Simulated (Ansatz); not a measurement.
## P: P → As

Base system: P in the black-P type structure (space group Cmce, No. 64; a = 3.3022 Å, b = 10.6908 Å, c = 4.4667 Å; layered, stacked along the Cartesian y axis).

The change: As takes the place of P on all its sites; the structure is relaxed again.

Method: r2SCAN+rVV10/PAW in Ansatz (an electronic-structure program), scalar-relativistic without spin-orbit coupling. Γ-centred 10×10×7 mesh, Fermi–Dirac width 0.05 eV, for the changed cell.

```csv
quantity,base,changed,shift
volume per atom,19.71 Å³,23.53 Å³,+3.82 Å³
density,2.61 g/cm³,5.29 g/cm³,+2.68 g/cm³
space group,Cmce (No. 64),Cmce (No. 64),–
shortest interatomic distance,2.213 Å,2.473 Å,+0.2607 Å
band gap,zero,zero,–
```

Final structure:

```yaml
crystal:
  lattice:
    - [1.82787, -5.56365, 0.00000]
    - [1.82787, 5.56365, 0.00000]
    - [0.00000, 0.00000, 4.62761]
  atoms:
    - { symbol: As, position: [0.39272, 0.60728, 0.56981] }
    - { symbol: As, position: [0.60728, 0.39272, 0.43019] }
    - { symbol: As, position: [0.89272, 0.10728, 0.93019] }
    - { symbol: As, position: [0.10728, 0.89272, 0.06981] }
```

Cost of the whole job for the changed cell (relaxation, final SCF and bands): about 7 core-minutes (a rough figure).

No phonon test of stability was made. Gaps under 0.05 eV, about the width of the smearing, are given as zero. This is not the structure that As has at room temperature and ambient pressure. A zero or small gap of P can be the functional's error rather than a property of the material.
